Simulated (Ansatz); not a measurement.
Response to strain in Ir

Consider Ir in the fcc (Cu type) structure (space group Fm-3m, No. 225; a = 3.831 Å; relaxed with 0.1 eV smearing). Axes: x, y, z lie along the cube axes.

Strains are applied to the cell and any free atomic positions relax.

The values are results of DFT with PBEsol, PAW potentials and a 420 eV plane-wave cutoff in Ansatz (a first-principles code), scalar-relativistic without spin-orbit coupling, not measurements.

Notes on the quantities. pressure: mean of the normal stresses, compression positive; energy relative to the base: free energy F.

```
variant                          pressure  energy relative to the base  shortest interatomic distance
------------------------------  ---------  ---------------------------  -----------------------------
base                              0.0 GPa                   0 meV/atom                        2.709 Å
uniaxial strain ε_zz = −2.50 %          …                 +19 meV/atom                        2.675 Å
uniaxial strain ε_zz = −2.00 %    8.3 GPa                 +12 meV/atom                        2.682 Å
uniaxial strain ε_zz = −1.00 %    4.0 GPa                +2.9 meV/atom                        2.695 Å
uniaxial strain ε_zz = −0.50 %          …                +0.7 meV/atom                        2.702 Å
uniaxial strain ε_zz = +0.50 %   -1.9 GPa                +0.7 meV/atom                        2.709 Å
uniaxial strain ε_zz = +1.00 %   -3.7 GPa                +2.8 meV/atom                        2.709 Å
uniaxial strain ε_zz = +1.50 %   -5.5 GPa                            …                        2.709 Å
uniaxial strain ε_zz = +2.50 %   -8.8 GPa                 +17 meV/atom                        2.709 Å
uniaxial strain ε_zz = +3.00 %  -10.4 GPa                 +24 meV/atom                        2.709 Å
```

Task: Complete the table.

Result: 
- uniaxial strain ε_zz = −2.50 %, pressure: 10.6 GPa
- uniaxial strain ε_zz = −0.50 %, pressure: 2.0 GPa
- uniaxial strain ε_zz = +1.50 %, energy relative to the base: +6.1 meV/atom

Stability against distortions was not tested. All final runs are without spin polarisation.
